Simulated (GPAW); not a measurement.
Band structure of ZnGa₂Se₄ (I-4, 7 atoms in the cell).

```yaml
crystal:
  lattice:
    - [-2.73430, 2.73430, 5.38515]
    - [2.73430, -2.73430, 5.38515]
    - [2.73430, 2.73430, -5.38515]
  atoms:
    - { symbol: Zn, position: [0.50000, 0.50000, 0.00000] }
    - { symbol: Ga, position: [0.25000, 0.75000, 0.50000] }
    - { symbol: Ga, position: [0.00000, 0.00000, 0.00000] }
    - { symbol: Se, position: [0.63213, 0.12506, 0.02155] }
    - { symbol: Se, position: [0.87494, 0.89649, 0.50707] }
    - { symbol: Se, position: [0.10351, 0.61058, 0.97845] }
    - { symbol: Se, position: [0.38942, 0.36787, 0.49293] }
```

Level of theory: PBEsol, GPAW PAW datasets PBEsol (made by gpaw-setup) (plane waves; GPAW 25.7.0).

Settings: mode = pw; ecut = 850 eV; xc = PBEsol; kpts = 3 3 3; mesh shift (steps) = 0 0 0; occupations.name = fermi-dirac; occupations.width = 0.05 eV; nbands = -6; convergence.forces = 0.001 eV/Å; convergence.bands = -4; symmetry.symmorphic = false; symmetry.tolerance = 0.0005; maxiter = 150; bandpath_npoints = 40.

The starting cell comes from a database of computed structures (which also holds hypothetical and non-ambient phases and stackings), without a prior relaxation at this level. Its lattice was rescaled by a random factor within 2.5 % of one.

### Question
Predict the gap along the standard path and the places of the band edges.

### Answer
The gap along the path is 1.66 eV, direct at Γ to within 0.01 eV.

Levels in eV from the top of the valence band on the SCF mesh, bands 18 to 25:
```tsv
point	18	19	20	21	22	23	24	25
Γ	-2.07	-0.06	0.00	0.00	1.66	2.63	2.92	5.06
X	-1.14	-0.62	-0.59	-0.36	2.08	2.50	3.85	4.92
Y	-1.22	-0.82	-0.69	-0.59	2.42	2.83	4.39	4.96
S	-1.77	-1.62	-0.82	-0.53	2.88	3.54	3.74	4.25
Z	-1.58	-1.58	-0.93	-0.93	2.43	2.52	2.62	2.62
S1	-1.77	-1.62	-0.82	-0.53	2.88	3.54	3.74	4.25
N	-1.83	-1.38	-1.14	-0.58	3.51	3.76	4.25	4.64
P	-1.11	-1.11	-0.59	-0.51	2.78	2.83	3.32	4.92
Y1	-1.22	-0.82	-0.69	-0.59	2.42	2.83	4.39	4.96
```
